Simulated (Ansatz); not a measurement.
Amorphous B50C10H20, 80 atoms at 2.00 g/cm³, one PBE-relaxed geometry, zone centre. Methods: PBE-D3(BJ), scalar-relativistic without spin-orbit coupling (Ansatz, a program for electronic structure); r2SCAN, scalar-relativistic without spin-orbit coupling (Ansatz); HSE06-D3(BJ), scalar-relativistic without spin-orbit coupling (Ansatz). Plane waves to 420 eV (r2SCAN 500 eV); exact exchange is cut at the cell's faces. At PBE the levels at the filled edge of the gap are localised (band-tail or defect states), and the nearest spread-out levels lie 0.8 eV apart at the zone centre. All rungs ran without spin polarisation.

It comes from a melt-quench run on a machine-learned potential (CHGNet), relaxed afterwards by DFT. The hot cell started wider than the set density and was brought back towards it in steps. It is the lowest in DFT energy of 2 quenches. It is a model cell: composition and starting density were chosen by hand, and all elements were melted together. The geometry includes D3(BJ) dispersion. A short ab initio anneal came between quench and relaxation. Its density started from a set value of 1.93 and ended at 2.00 g/cm³. The quench (nominally 150 K/ps over its main leg) was far faster than any real one, so the model tends to hold more defects than a real film. A cell of this size samples the disorder only roughly. The volume was free in the relaxation, at fixed shape. Stress components on the final sampling reach 3.2 GPa. On a 2×2×2 Γ-centred mesh force components of up to 0.15 eV/Å stay, since the relaxation ran on one k-point at (1/4, 1/4, 1/4).

The relaxation ran on one k-point at (1/4, 1/4, 1/4). At PBE the level gap is 0.35 eV on a 2×2×2 Γ-centred mesh, and the spacing at the zone centre alone 0.46 eV.

Question: What zone-centre spacing does r2SCAN give, roughly?

Answer: 0.53 eV (+0.07 eV against PBE).

Question: What zone-centre spacing does HSE06 give, roughly?

Answer: 0.98 eV (+0.52 eV against PBE).

The highest filled and the lowest empty state spread over these numbers of atoms (participation numbers): PBE: 15.3 and 41.4; r2SCAN: 15.2 and 41.3; HSE06: 14.7 and 40.2.
